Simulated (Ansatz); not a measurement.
N on the 1x1 (100) surface of fcc Cu, one in a 2x2 cell, energies for each (26.4 Å²). Energies are against ½ N2(g), without zero-point or thermal terms; each row is named by its start.

Calculation: PBE (plane waves to 420 eV, PAW; Ansatz, an electronic-structure program).

Set-up: 17 atoms, 5.3 Å thick at the start under the adsorbate (thin: gaps and levels are the slab's own); mesh 6x6x1; 0.1 eV smearing; dipole correction on; 8 atoms held, the rest relaxed; each run with such symmetry as its start has; spin-polarised, no spin-orbit, no U, no dispersion correction.

A negative adsorption energy means that the adsorbate is more stable on the surface than in its reference. Heights count from the host atoms within 0.3 Å of the top one.

```json
[
 {"starting site": "top Cu", "E_ads (eV)": "3.51", "height (Å)": "1.66", "nearest host atom (Å)": "Cu 1.72", "bonded to": "Cu", "Δ work function (eV)": "1.54", "lateral drift (Å)": "0.0", "moment (μB)": "1.2"},
 {"starting site": "hollow Cu-Cu-Cu-Cu over Cu at depth 1.8 Å", "E_ads (eV)": "[?]", "height (Å)": "[?]", "nearest host atom (Å)": "Cu 1.91", "bonded to": "5 Cu", "Δ work function (eV)": "0.39", "lateral drift (Å)": "0.0", "moment (μB)": "0.0"},
 {"starting site": "bridge Cu-Cu (span 2.6 Å)", "E_ads (eV)": "[?]", "height (Å)": "1.19", "nearest host atom (Å)": "Cu 1.77", "bonded to": "2 Cu", "Δ work function (eV)": "[?]", "lateral drift (Å)": "0.0", "moment (μB)": "0.0"}
]
```

What belongs in the gaps?


- hollow Cu-Cu-Cu-Cu over Cu at depth 1.8 Å, E_ads (eV): 0.44
- hollow Cu-Cu-Cu-Cu over Cu at depth 1.8 Å, height (Å): 0.45
- bridge Cu-Cu (span 2.6 Å), E_ads (eV): 2.12
- bridge Cu-Cu (span 2.6 Å), Δ work function (eV): 1.32
